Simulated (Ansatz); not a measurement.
C11b WSi₂ was calculated with PBEsol-D3(BJ) in Ansatz (plane waves, PAW).

Numerical settings: plane-wave cutoff 520 eV, 24×24×24 k mesh, Fermi–Dirac smearing 0.05 eV, no spin polarisation, scalar-relativistic PAW data made under PBE.

Shape and atoms are relaxed at each volume.

Pressure at four volumes; x = ln(V/12.982 Å³). One pressure is withheld.

| V (Å³/atom) | x | P (GPa) |
|---|---|---|
| 12.463 | -0.0408 | ? |
| 12.723 | -0.0202 | 5.23 |
| 12.982 | 0.0000 | 0.01 |
| 13.502 | 0.0393 | -8.92 |

Question: Pass a parabola P(x) through the three rows shown, estimate the bulk modulus and its pressure derivative near zero pressure, and predict the withheld pressure.

Answer: Slopes between the rows: (0.01 − (5.23))/(0.0000 − (-0.0202)) = -258.42 and (-8.92 − (0.01))/(0.0393 − (0.0000)) = -227.23 GPa. Their difference over the span 0.0595 is c = 31.19/0.0595 = 524.2 GPa, so P(x) = 5.23 + (-258.42)(x − (-0.0202)) + 524.2 (x − (-0.0202))(x − (0.0000)). At the middle row B = −dP/dx = −[-258.42 + 524.2 × 0.0202] = 247.8 GPa, and B′ = dB/dP = 2c/B = 4.2. At x = -0.0408 the parabola gives 10.99 GPa; the run gives 11.05 GPa. The Birch–Murnaghan fit to the energies at all volumes has B0 = 248 GPa and B′ = 4.3.

Spin–orbit coupling is not included.

Ansatz is a quantum-chemistry and plane-wave program.
